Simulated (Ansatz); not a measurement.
Consider Ta in the bcc (W type) structure (space group Im-3m, No. 229; a = 3.282 Å; relaxed with 0.1 eV smearing). Axes: x, y, z lie along the cube axes.

Method: Kohn–Sham DFT with the PBEsol functional, run in Ansatz (a program for electronic structure) with PAW and 420 eV plane waves, no SOC, earlier PAW set.

Base values:

- Shortest interatomic distance: 2.843 Å

Modification: uniaxial stress, 1 GPa tension along x; all other stress components relax to zero.

Problem. What happens to the energy relative to the base, strain response and shortest interatomic distance?

Solution. The energy goes up by 0.3 meV/atom; the strain response (xx, yy, zz) amounts to (+0.64, −0.23, −0.23) %; the shortest interatomic distance hardly moves (2.843 Å against 2.844 Å).

Stability under load was not tested beyond the relaxation. All final runs are without spin polarisation.
